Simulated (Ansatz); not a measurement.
Take Cu in the fcc (Cu type) structure (space group Fm-3m, No. 225; relaxed with 0.1 eV smearing) as the base.

```
Cu
1.0
    0.00000     1.78169     1.78169
    1.78169     0.00000     1.78169
    1.78169     1.78169     0.00000
Cu
1
Direct
  0.00000   0.00000   0.00000
```

Cartesian axes are those of the cell as printed.

All numbers come from Ansatz (a program for electronic structure) PBEsol, scalar-relativistic without spin-orbit coupling, earlier PAW set.

Strains are applied to the cell and any free atomic positions relax; under biaxial strain the out-of-plane vector relaxes too.

One change was made to it. Results:

```tsv
quantity	base	after
pressure	0.0 GPa	-6.2 GPa
energy relative to the base (free energy F)	0 meV/atom	+9.4 meV/atom
```

Problem. Which change produced these results?
A) isotropic strain +1.36 %
B) uniaxial strain ε_yy = +0.57 %
C) isotropic strain +5.55 %
D) biaxial strain +1.75 %, plane normal [111], relaxed out of plane
E) tensor shear ε_yz = −1.53 %

Solution. A, isotropic strain +1.36 %. For comparison, the energy relative to the base in the other runs: biaxial strain +1.75 %, plane normal [111], relaxed out of plane gives +6.5 meV/atom; tensor shear ε_yz = −1.53 % gives +3.1 meV/atom; isotropic strain +5.55 % gives +133 meV/atom; uniaxial strain ε_yy = +0.57 % gives +0.2 meV/atom.

Stability against distortions was not tested. All final runs are without spin polarisation.
